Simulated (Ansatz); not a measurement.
The starting structures come from a database of crystals and need not be the phases stable at ambient conditions.

Data:

```yaml
crystal:
  lattice:
    - [4.61362, 0.00000, 0.00000]
    - [0.00000, 4.61362, 0.00000]
    - [0.00000, 0.00000, 6.68518]
  atoms:
    - { symbol: Mg, position: [0.50000, 0.50000, 0.50000] }
    - { symbol: Cd, position: [0.00000, 0.00000, 0.00000] }
    - { symbol: Te, position: [0.00000, 0.50000, 0.25545] }
    - { symbol: Te, position: [0.50000, 0.00000, 0.74455] }
```

Space group of this cell: P-4m2. The cell is strained (lengths along the current scaled by 1.03, ions clamped); by PBEsol its mean pressure is -1.8 GPa.

Transport runs along the normal of the first two printed cell vectors, the (001) (indices of the unstrained crystal) plane of the conventional cell.

No gap correction and no spin-orbit coupling; mid-gap values are interpolated between computed energies.

Q: Predict the band gap and the smallest decay constant κ at mid-gap from PBEsol run with Ansatz (a first-principles code).

A: Gap 1.22 eV on a 8×8×6 mesh; κ = 0.102 1/Å, at the zone centre.
